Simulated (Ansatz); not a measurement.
# Pressure series in NbAs

Consider NbAs (space group I4_1md, No. 109; a = 3.474 Å, c = 11.749 Å).

Cell and atoms are relaxed at each pressure.

Level of theory: Kohn–Sham DFT with the PBE functional, run in Ansatz (an electronic-structure program) with PAW and 420 eV plane waves, no SOC.

```csv
pressure (GPa),volume per atom (Å³/atom)
-2,17.949
-1,17.832
0,17.720
0.3,17.687
0.7,17.643
1.5,?
3,17.403
7.5,16.979
10,16.764
```

Task: Fit the third-order Birch–Murnaghan form P(V) = (3B₀/2)[(V₀/V)^(7/3) − (V₀/V)^(5/3)]·[1 + (3/4)(B₀′ − 4)((V₀/V)^(2/3) − 1)] (squares taken in P) to the rows shown and predict the withheld row.

Result: Least squares on the printed values gives V₀ = 17.720 Å³/atom, B₀ = 160 GPa, B₀′ = 4.3; this predicts 17.558 Å³/atom, and the run gives 17.558 Å³/atom, in agreement.

Load acts through the strain it causes; cell and atoms are relaxed under it. Whether these cells are dynamically stable was not tested. No other phases were tried under pressure. The final runs are not spin-polarised.
